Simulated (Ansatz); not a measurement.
# A computed series for hypothetical CdI2 type HfH2: thickness series

Take HfH2 in the CdI2 type structure (space group P-3m1, No. 164; a hypothetical phase, not in the database extracts checked; layered, stacked along the Cartesian z axis) as the base.

```
CELL_PARAMETERS angstrom
      3.07564     0.00000     0.00000
     -1.53782     2.66359     0.00000
      0.00000     0.00000     4.16858
ATOMIC_POSITIONS crystal
  Hf 0.00000 0.00000 0.00000
  H  0.33333 0.66667 0.23168
  H  0.66667 0.33333 0.76832
```

Free-standing slabs (3 atom(s) a layer) normal to the stacking axis with 15 Å of vacuum; in-plane cell relaxed.

Calculations: PBE-D3(BJ) (Ansatz, a first-principles code, PAW, no SOC).

Notes on the quantities. excess energy per area of both faces: slab less bulk energy over the cell's area: twice a surface energy; uncertain by up to 0.2 J/m².

```csv
change,in-plane lattice parameter a,excess energy per area of both faces,shortest interatomic distance,thickness between the outermost nuclei
base,3.076 Å,–,2.021 Å,–
1 layer,3.004 Å,0.5 J/m²,2.072 Å,2.27 Å
2 layers,3.022 Å,0.6 J/m²,2.048 Å,6.71 Å
3 layers,3.048 Å,0.6 J/m²,2.023 Å,10.70 Å
4 layers,3.049 Å,0.6 J/m²,2.020 Å,15.02 Å
```

Slab and bulk use different k-meshes, which limits the precision of the excess energy. No phonon test of stability was made. The final runs are not spin-polarised.
